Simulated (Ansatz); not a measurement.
System: BaScO2F (P4/mmm, No. 123, 5 atoms in the cell; start mp-1227813). Method: r²SCAN (plane waves, PAW; Ansatz, a first-principles code).

Input file:

Ansatz 0.2 input:
```yaml
crystal:
  lattice:
    - [4.1639338804, 0.0, 0.0]
    - [0.0, 4.1639338804, 0.0]
    - [0.0, 0.0, 4.1605541223]
  atoms:
    - { symbol: Ba, position: [0.5, 0.5, 0.5] }
    - { symbol: Sc, position: [0.0, 0.0, 0.0] }
    - { symbol: O, position: [0.5, 0.0, 0.0] }
    - { symbol: O, position: [0.0, 0.5, 0.0] }
    - { symbol: F, position: [0.0, 0.0, 0.5] }
basis:
  ecutwfc: 560
  ecutrho_ratio: 4
  xc_grid: 3
kpoints:
  mp_grid: { grid: [8, 8, 8] }
  band_path:
    path:
      - [0.0, 0.0, 0.0]
      - [0.0, 0.071429, 0.0]
      - [0.0, 0.142857, 0.0]
      - [0.0, 0.214286, 0.0]
      - [0.0, 0.285714, 0.0]
      - [0.0, 0.357143, 0.0]
      - [0.0, 0.428571, 0.0]
      - [0.0, 0.5, 0.0]
      - [0.071429, 0.5, 0.0]
      - [0.142857, 0.5, 0.0]
      - [0.214286, 0.5, 0.0]
      - [0.285714, 0.5, 0.0]
      - [0.357143, 0.5, 0.0]
      - [0.428571, 0.5, 0.0]
      - [0.5, 0.5, 0.0]
      - [0.45, 0.45, 0.0]
      - [0.4, 0.4, 0.0]
      - [0.35, 0.35, 0.0]
      - [0.3, 0.3, 0.0]
      - [0.25, 0.25, 0.0]
      - [0.2, 0.2, 0.0]
      - [0.15, 0.15, 0.0]
      - [0.1, 0.1, 0.0]
      - [0.05, 0.05, 0.0]
      - [0.0, 0.0, 0.071429]
      - [0.0, 0.0, 0.142857]
      - [0.0, 0.0, 0.214286]
      - [0.0, 0.0, 0.285714]
      - [0.0, 0.0, 0.357143]
      - [0.0, 0.0, 0.428571]
      - [0.0, 0.0, 0.5]
      - [0.0, 0.071429, 0.5]
      - [0.0, 0.142857, 0.5]
      - [0.0, 0.214286, 0.5]
      - [0.0, 0.285714, 0.5]
      - [0.0, 0.357143, 0.5]
      - [0.0, 0.428571, 0.5]
      - [0.0, 0.5, 0.5]
      - [0.071429, 0.5, 0.5]
      - [0.142857, 0.5, 0.5]
      - [0.214286, 0.5, 0.5]
      - [0.285714, 0.5, 0.5]
      - [0.357143, 0.5, 0.5]
      - [0.428571, 0.5, 0.5]
      - [0.5, 0.5, 0.5]
      - [0.45, 0.45, 0.5]
      - [0.4, 0.4, 0.5]
      - [0.35, 0.35, 0.5]
      - [0.3, 0.3, 0.5]
      - [0.25, 0.25, 0.5]
      - [0.2, 0.2, 0.5]
      - [0.15, 0.15, 0.5]
      - [0.1, 0.1, 0.5]
      - [0.05, 0.05, 0.5]
      - [0.0, 0.5, 0.071429]
      - [0.0, 0.5, 0.142857]
      - [0.0, 0.5, 0.214286]
      - [0.0, 0.5, 0.285714]
      - [0.0, 0.5, 0.357143]
      - [0.0, 0.5, 0.428571]
      - [0.5, 0.5, 0.071429]
      - [0.5, 0.5, 0.142857]
      - [0.5, 0.5, 0.214286]
      - [0.5, 0.5, 0.285714]
      - [0.5, 0.5, 0.357143]
      - [0.5, 0.5, 0.428571]
    npoints: 1
hamiltonian:
  xc: r2scan
  dispersion: none
  pseudopotentials: { kind: paw }
scf:
  occupations: { method: fermi_dirac, width: 0.01 }
  convergence: { dr2_threshold: 0.0000000005 }
output:
  forces: true
  stress: true
  eigenvalues: true
  write_bands: true
```

Output (set-up and result lines):

```
Crystal: 5 atoms, lattice volume = 72.137 Å³
Basis set: ecut = 560 eV, 2109 PW (Γ), exchange–correlation on 108×108×108 points (27 copies of the dense FFT grid, shifted against one another)
Bands: 25, of which v1, the nominal top of the filled ones, is band 20 counted from 1 (19 counted from 0)
Symmetry: 16 space group operations
Space group: P4/mmm (ITA 123), of the structure as read, at distance tolerance 4.2e-5 Å
k-points: 75 of 512
Functional: x = r2scan, c = r2scan; τ floored in thin density (d = 2e-4 eV/Å³)
SCF iter   1: F=—  HF=-10062.349973 eV  |F-HF|=—  |Δ(HF+E_count)|=         —  Δρ=1.47e-2  dr2=1.86e-1  dr2_τ=1.77e-1
SCF iter   2: F=—  HF=-10062.461185 eV  |F-HF|=—  |Δ(HF+E_count)|=   1.11e-1  Δρ=6.21e-3  dr2=1.25e-2  dr2_τ=5.82e-3
  ...
SCF iter   8: F=—  HF=-10062.457904 eV  |F-HF|=—  |Δ(HF+E_count)|=   1.93e-9  Δρ=2.57e-6  dr2=6.64e-9  dr2_τ=3.50e-10
SCF iter   9: F=-10062.457904 eV  HF=-10062.457904 eV  |F-HF|=1.36e-10  |Δ(HF+E_count)|=  8.73e-10  Δρ=5.98e-7  dr2=3.35e-10  dr2_τ=1.52e-11
SCF 1 converged in 9 iterations: F = -10062.457904 eV  dr2 = 3.35e-10
SCF converged after 9 iterations
Free energy (F): -10062.457904 eV
Internal energy: -10062.457904 eV  (E = F + TS)
E sigma→0 (E₀):  -10062.457904 eV
Fermi energy:    11.092603 eV
--- Forces (eV/Å), atoms counted from 1 ---
  atom   1  Ba     0.00000000    -0.00000000     0.00000000
  atom   2  Sc    -0.00000000     0.00000000     0.00000000
  atom   3  O      0.00000000     0.00000000     0.00000000
  atom   4  O      0.00000000     0.00000000     0.00000000
  atom   5  F     -0.00000000     0.00000000     0.00000000
--- Stress (GPa, compression-positive) ---
       -0.005266       0.000000       0.000000
        0.000000      -0.005266       0.000000
        0.000000       0.000000      -0.004399
  P = ⅓ Tr σ = -0.0050 GPa (-0.050 kbar)
```

The PAW data were made under PBE.

A start named mp-… is a Materials Project structure, which need not be a measured phase.
